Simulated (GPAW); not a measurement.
## GPAW run on ZrC (Fm-3m, 2 atoms in the cell): self-consistent single point

Method of the run: PBE, GPAW PAW datasets PBE (gpaw-data 1.0.1) (plane waves; GPAW).

Input as run:

```python
from ase import Atoms
from ase.units import GPa
from gpaw import GPAW

atoms = Atoms(['Zr', 'C'],
              cell=[[0.000000, 2.357050, 2.357050],
                    [2.357050, 0.000000, 2.357050],
                    [2.357050, 2.357050, 0.000000]],
              scaled_positions=[[0.000000, 0.000000, 0.000000],
                                [0.500000, 0.500000, 0.500000]],
              pbc=True)

calc = GPAW(mode={'name': 'pw', 'ecut': 900},
            xc='PBE',
            kpts=(7, 7, 7),
            occupations={'name': 'fermi-dirac', 'width': 0.1},
            nbands=-6,
            symmetry={'symmorphic': False, 'tolerance': 0.0005},
            maxiter=100)

atoms.calc = calc

energy = atoms.get_potential_energy()
print('Energy (eV):', round(energy, 6))
forces = atoms.get_forces()
print('Forces (eV/Ang):')
print(forces.round(5))
stress = atoms.get_stress()
print('Stress (GPa, Voigt):', (stress / GPa).round(4))
```

Output (repeated stretches shortened):

```
Input parameters:
  kpts: [7 7 7]
  maxiter: 100
  mode: {ecut: 900,
         name: pw}
  nbands: -6
  occupations: {name: fermi-dirac,
                width: 0.1}
  symmetry: {symmorphic: False,
             tolerance: 0.0005}
  xc: PBE

species:
  Zr:
    name: Zirconium
    Z: 40.0
    valence: 12
    core: 28
    charge: 0.0
    file: Zr.PBE.gz

    # Using partial waves for Zr as LCAO basis

  C:
    name: Carbon
    Z: 6.0
    valence: 4
    core: 2
    charge: 0.0
    file: C.PBE.gz

    # Using partial waves for C as LCAO basis

Reference energy: -98921.199351  # eV

Spin-paired calculation

Convergence criteria:
 Maximum [total energy] change in last 3 cyles: 0.0005 eV / valence electron
 Maximum integral of absolute [dens]ity change: 0.0001 electrons / valence electron
 Maximum integral of absolute [eigenst]ate change: 4e-08 eV^2 / valence electron
 Maximum number of scf [iter]ations: 100

Symmetries present (total): 48
Symmetries with fractional translations: 0
343 k-points: 7 x 7 x 7 Monkhorst-Pack grid
20 k-points in the irreducible part of the Brillouin zone
       k-points in crystal coordinates                weights
   0:     0.00000000    0.00000000    0.00000000          1/343
   1:     0.14285714    0.14285714    0.00000000          6/343
   2:     0.14285714    0.14285714    0.14285714          8/343
   [... 7 lines left out ...]
          ...
  19:     0.42857143    0.42857143    0.42857143          8/343

Wave functions: Plane wave expansion
  Cutoff energy: 900.000 eV
  Number of coefficients (min, max): 1588, 1639
  Pulay-stress correction: 0.000000 eV/Ang^3 (de/decut=0.000000)

Occupation numbers: Fermi-Dirac:
  width: 0.1000  # eV

Eigensolver

Densities:
  Coarse grid: 24*24*24 grid
  Fine grid: 48*48*48 grid
  Total Charge: 0.000000

Density mixing:
  Method: separate
  Backend: pulay
  Linear mixing parameter: 0.05
  old densities: 5
  Damping of long wavelength oscillations: 50

Hamiltonian:
  XC and Coulomb potentials evaluated on a 48*48*48 grid
  External potential:
    NoExternalPotential

XC parameters: PBE with 2 nearest neighbor stencil

Number of atoms: 2
Number of atomic orbitals: 17
Number of bands in calculation: 14
Number of valence electrons: 16
Bands to converge: occupied

Density initialized from atomic densities
  14 bands from LCAO basis set

Atomic positions and initial magnetic moments

Positions:
   0 Zr     0.000000    0.000000    0.000000    ( 0.0000,  0.0000,  0.0000)
   1 C      2.357050    2.357050    2.357050    ( 0.0000,  0.0000,  0.0000)

Unit cell:
           periodic     x           y           z      points  spacing
  1. axis:    yes    0.000000    2.357050    2.357050    24     0.1134
  2. axis:    yes    2.357050    0.000000    2.357050    24     0.1134
  3. axis:    yes    2.357050    2.357050    0.000000    24     0.1134

  Lengths:   3.333372   3.333372   3.333372
  Angles:   60.000000  60.000000  60.000000

Effective grid spacing dv^(1/3) = 0.1237

     iter     time        total  log10-change:
                         energy   eigst   dens
iter:   1 --:--:--   -20.199567
iter:   2 --:--:--   -19.618225   -1.07  -0.86
iter:   3 --:--:--   -18.385946   -0.74  -0.93
iter:   4 --:--:--   -18.392393   -1.75  -1.44
iter:   5 --:--:--   -18.405922   -1.97  -1.52
iter:   6 --:--:--   -18.404061   -2.94  -2.26
iter:   7 --:--:--   -18.407049c  -3.55  -2.61
iter:   8 --:--:--   -18.400858c  -2.82  -2.46
iter:   9 --:--:--   -18.400882c  -4.31  -3.25
iter:  10 --:--:--   -18.400883c  -4.89  -3.19
iter:  11 --:--:--   -18.400876c  -6.02  -3.46
iter:  12 --:--:--   -18.400873c  -5.80  -3.51
iter:  13 --:--:--   -18.400876c  -6.28  -3.56
iter:  14 --:--:--   -18.400879c  -5.56  -3.66
iter:  15 --:--:--   -18.400877c  -6.17  -3.72
iter:  16 --:--:--   -18.400877c  -7.15  -4.54c
iter:  17 --:--:--   -18.400877c  -7.76c -4.78c

Converged after 17 iterations.

Dipole moment: (-0.000000, -0.000000, -0.000000) |e|*Ang

Energy contributions relative to reference atoms: (reference = -98921.199351)

Kinetic:        +12.392603
Potential:      -14.660721
External:        +0.000000
XC:             -16.478137
Entropy (-ST):   -0.011127
Local:           +0.350941
SIC:             +0.000000
--------------------------
Free energy:    -18.406440
Extrapolated:   -18.400877

Showing only first 2 kpts
 Kpt  Band  Eigenvalues  Occupancy
  0     6     11.29308    0.00014
  0     7     11.29308    0.00014
  0     8     11.44677    0.00003
  0     9     11.44677    0.00003

  1     6     10.21690    1.52376
  1     7     10.21690    1.52376
  1     8     10.71193    0.04431
  1     9     13.36845    0.00000

Fermi level: 10.33320

No gap
No difference between direct/indirect transitions
Energy (eV): -18.400877

Forces in eV/Ang:
  0 Zr    0.00000    0.00000   -0.00000
  1 C    -0.00000   -0.00000    0.00000

Stress tensor:
     0.010199     0.000000     0.000000
     0.000000     0.010199    -0.000000
     0.000000    -0.000000     0.010199
Stress (GPa, Voigt): [ 1.6341  1.6341  1.6341 -0.      0.      0.    ]
```

The run converged in 17 iterations. GPAW prints stress with tension positive.

At such cutoffs GPAW's stress carries a finite-basis (Pulay) error, which enters relaxed cells too; its log prints stress with tension positive.

The starting cell has typed, rounded lattice constants, without a prior relaxation at this level. Its lattice was rescaled by up to half a per cent.
